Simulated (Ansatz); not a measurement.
**CdS: element substitutions**

Consider CdS in the zinc blende structure (space group F-43m, No. 216; a = 5.8243 Å).

Each row replaces one element on all its sites; cell and atoms are relaxed.

Computed with PBEsol (Ansatz, a quantum-chemistry and plane-wave program), scalar-relativistic without spin-orbit coupling.

| change | band gap | density |
|---|---|---|
| base | 1.01 eV | 4.86 g/cm³ |
| S → Se | 0.48 eV | ___ |
| S → Si | ___ | 4.53 g/cm³ |
| Cd → Zn | ___ | 4.21 g/cm³ |

Q: Some entries are withheld; estimate them.

A: 
- S → Se, density: 5.65 g/cm³
- S → Si, band gap: zero
- Cd → Zn, band gap: 2.09 eV

Stability against distortions was not tested. As relaxed here, CdSi is a hypothetical phase, not in the database extracts checked. All final runs are without spin polarisation.
